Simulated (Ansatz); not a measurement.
Input and output of a relaxation of cell and atoms for ReTc (P-6m2, 2 atoms in the cell) (Ansatz, an electronic-structure program).

Computed with PBEsol, default PAW files made with PBE (plane waves; Ansatz).

The change in words: atoms on their sites; basis.ecutwfc: 500 eV → 250 eV; relax: default → cell and atoms. Reference geometry:
```
CELL_PARAMETERS angstrom
      2.74105     0.00000     0.00000
     -1.37053     2.37382     0.00000
      0.00000     0.00000     4.42695
ATOMIC_POSITIONS crystal
  Tc 0.66667 0.33333 0.01129
  Re 0.00000 0.00000 0.50000
```

Reference input (self-consistent single point, DFT, PBEsol, plane waves, default PAW files made with PBE): basis.ecutwfc = 500 eV; kpoints.mp_grid.grid = 14 14 8; hamiltonian.xc = pbesol; hamiltonian.pseudopotentials = {kind: paw} (the program's default PAW files); scf.occupations.method = fermi_dirac; scf.occupations.width = 0.1 eV. This run's input differs from it in these lines:

Ansatz 0.2 input:
```diff
@@ -6,6 +6,6 @@
   atoms:
-    - { symbol: Tc, position: [0.666667, 0.333333, 0.011294] }
+    - { symbol: Tc, position: [0.666667, 0.333333, 0.000000] }
     - { symbol: Re, position: [0.000000, 0.000000, 0.500000] }
 basis:
-  ecutwfc: 500.0
+  ecutwfc: 250.0
 kpoints:
@@ -21,2 +21,4 @@
     width: 0.1
+relax:
+  cell: {}
 output:
```

Log, with long lists cut:

```
   [... SCF lines of the steps left out ...]
relax step   1: F+E_penalty+E_count = -16067.99871710 eV  Δ(F+E_penalty+E_count) = +0.000e0 eV  max|allowed force component| = 2.776e-17 eV/Å  Δτ_max = 0.0000 Å  P = +9.515 GPa  Ω = 28.805 Å³  (7 SCF iters, dr2 threshold 1.00e-7 eV, accepted)
relax step   2: F+E_penalty+E_count = -16064.71533572 eV  Δ(F+E_penalty+E_count) = +3.283e0 eV  max|allowed force component| = 5.782e-17 eV/Å  Δτ_max = 0.0000 Å  P = -73.313 GPa  Ω = 31.154 Å³  energy of the carried Pulay correction = -2.800e0 eV  [...]
   [... lines left out ...]
relax step  16: F+E_penalty+E_count = -16067.98759059 eV  Δ(F+E_penalty+E_count) = +6.773e-3 eV  max|allowed force component| = 4.048e-17 eV/Å  Δτ_max = 0.0000 Å  P = +0.004 GPa  Ω = 29.432 Å³  energy of the carried Pulay correction = -6.777e-3 eV  [...]
relax step  17: F+E_penalty+E_count = -16068.00189018 eV  Δ(F+E_penalty+E_count) = -1.430e-2 eV  max|allowed force component| = 3.816e-17 eV/Å  Δτ_max = 0.0000 Å  P = -0.032 GPa  Ω = 29.432 Å³  stress off target by 4.74e-2 GPa  SCF on the basis [...]
basis re-selected at this cell: Δ(F+E_penalty+E_count) = -1.430e-2 eV, ΔP = -0.036 GPa vs the last step
the relaxation is at rest under the 12 symmetry operations that the run kept from its start: a minimum is not shown …
Free energy (F): -16068.001890 eV
Internal energy: -16067.938689 eV  (E = F + TS)
E sigma→0 (E₀):  -16067.970289 eV
Entropy (-TS):   -0.063202 eV (-31.601 meV/atom)
Fermi energy:    22.801990 eV
--- Forces (eV/Å), atoms counted from 1 ---
  atom   1  Tc     0.00000000     0.00000000     0.00000000
   [... lines left out ...]
  cell:  # Å, volume = 29.4320 Å³
    - [2.760714867199333, 2.1829953224349485e-18, 1.1572765247463403e-31]
    - [-1.3803574335996665, 2.390849207600005, 3.996056829252996e-32]
    - [1.8542309467280234e-31, 1.8245632515803748e-31, 4.459084469090572]
  atoms:
    - { symbol: Tc, position: [0.6666666666666666, 0.3333333333333333, 0.0] }
    - { symbol: Re, position: [-1.8503725900345847e-17, -1.8503699430566183e-17, 0.5] }
```

The run converged.  The full log also holds: “iter 2 did not close the SCF: its close was put off for the readings that it lacked (scf_convergence_deferred on its scf_iter line)”. The full log also holds: “iter 3 did not close the SCF: its close was put off for the readings that it lacked (scf_convergence_deferred on its scf_iter line)”.

Summary of the result:
```
Quantity                                                                                              Result
-----------------------------------------------  -----------------------------------------------------------
Free energy E − TS (on the zero of these files)                                               -16068.0019 eV
Fermi level (on the code's own zero)                                                                22.80 eV
Pressure                                                                                           -0.03 GPa
Final cell                                       a = b = 2.7607 Å, c = 4.4591 Å, α = β = 90.00°, γ = 120.00°
Final volume per atom                                                                               14.72 Å³
Relaxation steps                                                                                          17
```

The starting cell comes from a database of computed structures (which also holds hypothetical and non-ambient phases and stackings), without a prior relaxation at this level. Its lattice was rescaled by up to half a per cent. Spin polarisation is off. The relaxation keeps the symmetry of its start, so its end need not be a minimum. Ansatz's pressure includes its estimate of the finite-basis (Pulay) stress. Without the estimate this run gives -192.38 GPa. The cutoff lies below the one recommended for these files.

Cost on one core of a shared machine: roughly 60 s.
